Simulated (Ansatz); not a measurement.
# A computed series for WC: response to strain

Start from WC (space group P-6m2, No. 187; relaxed with 0.1 eV smearing).

```
CELL_PARAMETERS angstrom
      2.88431     0.00000     0.00000
     -1.44215     2.49788     0.00000
      0.00000     0.00000     2.81153
ATOMIC_POSITIONS crystal
  W  0.00000 0.00000 0.00000
  C  0.33333 0.66667 0.50000
```

Cartesian axes are those of the cell as printed.

Strains are applied to the cell and any free atomic positions relax.

Method: Kohn–Sham DFT with the LDA functional, run in Ansatz (an electronic-structure program) with PAW and 420 eV plane waves, scalar-relativistic without spin-orbit coupling.

Notes on the quantities. energy relative to the base: free energy F; pressure: mean of the normal stresses, compression positive.

| change | energy relative to the base | pressure | shortest interatomic distance |
|---|---|---|---|
| base | 0 meV/atom | 0.0 GPa | 2.179 Å |
| uniaxial strain ε_zz = −3.00 % | +31 meV/atom | 15.6 GPa | 2.152 Å |
| uniaxial strain ε_zz = −2.50 % | +21 meV/atom | 12.8 GPa | 2.157 Å |
| uniaxial strain ε_zz = −2.00 % | +13 meV/atom | 10.1 GPa | 2.161 Å |
| uniaxial strain ε_zz = −1.50 % | +7.5 meV/atom | 7.4 GPa | 2.166 Å |
| uniaxial strain ε_zz = −1.00 % | +3.3 meV/atom | 4.9 GPa | 2.170 Å |
| uniaxial strain ε_zz = +0.50 % | +0.8 meV/atom | -2.3 GPa | 2.184 Å |
| uniaxial strain ε_zz = +1.00 % | +3.2 meV/atom | -4.5 GPa | 2.188 Å |
| uniaxial strain ε_zz = +1.50 % | +7.0 meV/atom | -6.7 GPa | 2.193 Å |
| uniaxial strain ε_zz = +3.00 % | +27 meV/atom | -12.8 GPa | 2.207 Å |

Stability against distortions was not tested. All final runs are without spin polarisation.
